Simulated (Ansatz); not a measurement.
The reference is BeS in the zinc blende structure (space group F-43m, No. 216; a = 4.869 Å). Axes: x, y, z lie along the cube axes.

One thing is altered: tensile biaxial strain of 0.50 % in the plane normal to [001], as in epitaxy on a mismatched substrate; the out-of-plane cell vector and the atoms relax.

Calculations: Ansatz (a program for electronic structure), r2SCAN, PAW, cutoff 500 eV, spin-orbit coupling left out.

Task: Give the band edges at the high-symmetry points of the new zone, measured from its valence-band maximum.

Result: 
```
point  valence edge (eV)  conduction edge (eV)
-----  -----------------  --------------------
Γ                   0.00                  6.20
X                  -2.65                  3.59
P                  -3.36                  6.97
N                  -1.02                  5.97
M                  -2.73                  3.52
S                  -2.29                  4.74
S₀                 -2.29                  4.74
R                  -3.36                  6.86
G                  -3.36                  6.86
```

The gap is 3.52 eV, indirect, Γ → M.

Semilocal Kohn–Sham gaps tend to fall short of experiment. Stability against distortions was not tested. k-point labels follow each cell's own Brillouin zone.
